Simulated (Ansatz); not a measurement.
For HgTe (model structure, started from the PtS type, P4₂/mmc, No. 131, 4 atoms in the cell), PBE (PAW; Ansatz, an electronic-structure program) gives:

```
Item                  Value
------------------  -------
lattice constant a  4.426 Å
c axis length       7.911 Å
```

Task: What does PBE-D3(BJ) (Ansatz, plane waves, PAW) give for the same quantities?

Result: 
- lattice constant a: 4.241 Å (falls by 4.2 %)
- lattice parameter c: 7.988 Å (rises by 1.0 %)

Changes are worked out from the printed values.

Unless a cell is named, each level is at its own relaxed cell (PBE 38.75, PBE-D3(BJ) 35.92 Å³/atom).

Levels without +SOC leave out spin–orbit coupling, which shifts energies and cells of such heavy elements.

Ansatz's density-functional and Hartree–Fock values are scalar-relativistic unless marked +SOC, with PAW data made under PBE.

A model structure was made by putting elements into a prototype or built by hand; it is no filed structure, need not be a known phase, and can be a saddle point held by its symmetry.
